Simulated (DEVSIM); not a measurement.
Device: abrupt Si n-p junction, at 300 K.

```tsv
layer (left to right)	material	thickness (μm)	Nd (cm⁻³)	Na (cm⁻³)	τn (s)	τp (s)
1	Si	4.70	4.8e18	-	6.8e-6	6.8e-6
2	Si	160	-	1.1e15	6.8e-6	6.8e-6
```

Left contact: ohmic. Right contact: ohmic. Voltage is applied to the left contact. Recombination: SRH at mid-gap. Mobility is constant in doping. Where it depends on doping, it is μmin + (μ − μmin)/(1 + (N/Nref)^α).

Constants are typed, rounded textbook-type inputs, not results; the design itself was drawn at random and stands for no fabricated device. Values at 300 K. The table also holds parameters that only a changed run uses.

| parameter | Si |
|---|---|
| gap (eV) | 1.124 |
| affinity (eV) | 4.05 |
| permittivity | 11.7 |
| Nc (cm⁻³) | 2.86e19 |
| Nv (cm⁻³) | 3.1e19 |
| μn (cm²/Vs) | 1417 |
| μp (cm²/Vs) | 470 |
| μn,min | 52 |
| μp,min | 45 |
| Nref,n | 9.7e16 |
| Nref,p | 2.2e17 |
| αn | 0.68 |
| αp | 0.72 |
| Cn (cm⁶/s) | 2.8e-31 |
| Cp (cm⁶/s) | 9.9e-32 |

Simulated with DEVSIM: 1D drift-diffusion, Boltzmann statistics, complete ionisation; no tunnelling, impact ionisation, image-force lowering or self-heating.

Base results: dark forward voltage at 100 A/cm² (V) 0.949; potential step across the device at zero bias (V) 0.813; largest field in the device at zero bias (V/cm) 120000; dark forward voltage at 1 A/cm² (V) 0.644.

Task: What follows from this one change: doping Nd of layer 1 4.8e+18 → 1.4e+18 cm^-3?

Result: dark forward voltage at 100 A/cm² 0.949 → 1.005 V; potential step across the device at zero bias 0.813 → 0.781 V; largest field in the device at zero bias 120000 → 66000 V/cm; dark forward voltage at 1 A/cm² little changed (0.644 V).

Task: What follows from this one change: thickness of layer 1 4.7 → 2.8 μm?

Result: dark forward voltage at 100 A/cm² 0.949 → 0.970 V; potential step across the device at zero bias little changed (0.813 V); largest field in the device at zero bias little changed (120000 V/cm); dark forward voltage at 1 A/cm² little changed (0.644 V).

Task: What follows from this one change: doping-dependent mobility in place of the constant one?

Result: dark forward voltage at 100 A/cm² 0.949 → 0.924 V; potential step across the device at zero bias little changed (0.813 V); largest field in the device at zero bias little changed (120000 V/cm); dark forward voltage at 1 A/cm² little changed (0.646 V).
